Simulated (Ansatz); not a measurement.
**A computed series for BaHfO3: pressure series**

Consider BaHfO₃ in the cubic perovskite structure (space group Pm-3m, No. 221).

```
CELL_PARAMETERS angstrom
      4.20624     0.00000     0.00000
      0.00000     4.20624     0.00000
      0.00000     0.00000     4.20624
ATOMIC_POSITIONS crystal
  Ba 0.00000 0.00000 0.00000
  Hf 0.50000 0.50000 0.50000
  O  0.50000 0.00000 0.50000
  O  0.00000 0.50000 0.50000
  O  0.50000 0.50000 0.00000
```

Cell and atoms are relaxed at each pressure.

Computed with PBE/PAW in Ansatz (a program for electronic structure), without spin-orbit coupling.

| P (GPa) | V (Å³/atom) |
|---|---|
| -2.00 | 15.082 |
| -1.00 | 14.981 |
| 0.29 | 14.856 |
| 0.68 | 14.818 |
| 1.50 | 14.743 |
| 5.00 | 14.441 |
| 7.50 | 14.244 |
| 10.00 | 14.061 |

Question: Fit a third-order Birch–Murnaghan equation of state.

Answer: Least squares on P(V) = (3B₀/2)[(V₀/V)^(7/3) − (V₀/V)^(5/3)]·[1 + (3/4)(B₀′ − 4)((V₀/V)^(2/3) − 1)] gives V₀ = 14.88 Å³/atom, B₀ = 155 GPa and B₀′ = 4.4.

Between the base and pressure 10 GPa the gap moves from 3.62 eV to 3.74 eV, a mean slope of 12 meV/GPa.

Spin-orbit coupling, missing from the scalar runs, can matter with Hf. Load acts through the strain it causes; cell and atoms are relaxed under it. Stability against distortions was not tested. No other phases were tried under pressure.
